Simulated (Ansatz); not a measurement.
## A computed series for GaN: alloy series

Consider GaN in the wurtzite structure (space group P6_3mc, No. 186; a = 3.183 Å, c = 5.185 Å).

The other end (x = 1) is AlN in the wurtzite structure (space group P6_3mc, No. 186): 10.46 Å³/atom, gap 4.09 eV.

Al replaces a fraction x of Ga; each row is one arrangement (x, atoms in the cell, starting space group or random), fully relaxed.

Calculations: PBEsol in Ansatz (plane waves to 420 eV, PAW, without spin-orbit coupling).

Candidates:
(a) x(Al) = 0.75, 8 atoms, P3m1
(b) x(Al) = 0.5, 8 atoms, Cm
(c) x(Al) = 0.833, 12 atoms, Cm (arrangement A)
(d) x(Al) = 0.5, 12 atoms, P3m1
(e) x(Al) = 0.667, 12 atoms, Cm

Before the change:

| Property | Value |
|---|---|
| Band gap | 1.88 eV |

**Question.** Order them by band gap, highest first.

**Answer.** (c) x(Al) = 0.833, 12 atoms, Cm (arrangement A) (3.65 eV), (a) x(Al) = 0.75, 8 atoms, P3m1 (3.28 eV), (e) x(Al) = 0.667, 12 atoms, Cm (3.26 eV), (b) x(Al) = 0.5, 8 atoms, Cm (2.89 eV), (d) x(Al) = 0.5, 12 atoms, P3m1 (2.56 eV)

Each cell is one ordered arrangement of few atoms, which overstates ordering effects compared with a random alloy. Whether these cells are dynamically stable was not tested.

Ansatz is a first-principles code.
